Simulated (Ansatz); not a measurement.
Levels about the gap of amorphous Ti20O43W (64 atoms in a cell of 792 Å³, 3.83 g/cm³; zone centre alone, so wide bands show as single levels with stretches between that a denser mesh fills), at the geometry that PBE relaxed, where it gives 1.9 GPa on a denser mesh. Exact exchange is cut at the faces of this small cell, which leaves a finite-size error. The participation number counts the atoms over which a state spreads; weights are charges in smoothed Voronoi cells. The levels come from a single point, so bond lengths are those of that geometry. Method of the levels: HSE06, scalar-relativistic without spin-orbit coupling (Ansatz, an electronic-structure program). Sampling: the zone centre alone; Fermi-Dirac width 0.02 eV; no spin polarisation.

Preparation: random packing, a CHGNet melt and quench, and a DFT relaxation. O atoms were pushed apart under 1.9 Å during the dynamics, to hinder bonds among them. The hot cell started wider than the set density and was brought back towards it in steps. It is the lowest in DFT energy of 2 quenches. It is a model cell: composition and starting density were chosen by hand, and all elements were melted together. No dispersion term was used. Its density started from a set value of 3.83 and ended at 3.83 g/cm³. The quench (nominally 300 K/ps over its main leg) was far faster than any real one, so the model tends to hold more defects than a real film. Values belong to this one cell and scatter from quench to quench. The volume was held where the preparation left it and the shape relaxed, at a PBE pressure of 1.9 GPa. Stress components on the final sampling reach 2.0 GPa.

| E - E(highest filled), eV | filling | participation number | largest on | weight O | weight Ti | weight W |
|---|---|---|---|---|---|---|
| -0.33 | filled | 20.9 | O, 2 neighbours | 0.92 | 0.08 | 0.00 |
| -0.28 | filled | 16.8 | O, 2 neighbours | 0.93 | 0.06 | 0.00 |
| -0.26 | filled | 24.5 | O, 3 neighbours | 0.93 | 0.07 | 0.00 |
| -0.19 | filled | 16.7 | O, 2 neighbours | 0.92 | 0.07 | 0.00 |
| -0.16 | filled | 15.9 | O, 2 neighbours | 0.93 | 0.07 | 0.00 |
| -0.04 | filled | 13.7 | O, 3 neighbours | 0.93 | 0.07 | 0.00 |
| 0.00 | filled | 15.4 | O, 2 neighbours | 0.94 | 0.06 | 0.00 |
| 4.14 | empty | 13.4 | Ti, 6 neighbours | 0.23 | 0.65 | 0.11 |
| 4.20 | empty | 12.0 | Ti, 6 neighbours | 0.24 | 0.64 | 0.12 |
| 4.28 | empty | 14.3 | W, 6 neighbours | 0.25 | 0.60 | 0.15 |
| 4.35 | empty | 8.9 | Ti, 6 neighbours | 0.22 | 0.72 | 0.06 |
| 4.44 | empty | 18.1 | W, 6 neighbours | 0.22 | 0.66 | 0.12 |
| 4.51 | empty | 11.6 | Ti, 6 neighbours | 0.19 | 0.78 | 0.03 |
| 4.59 | empty | 21.9 | W, 6 neighbours | 0.21 | 0.68 | 0.11 |

Most localised among these is the empty level at +4.35 eV, on a Ti atom, which has 6 neighbours (O 1.80 Å, O 1.94 Å, O 1.97 Å, O 1.98 Å, O 2.02 Å, O 2.29 Å).
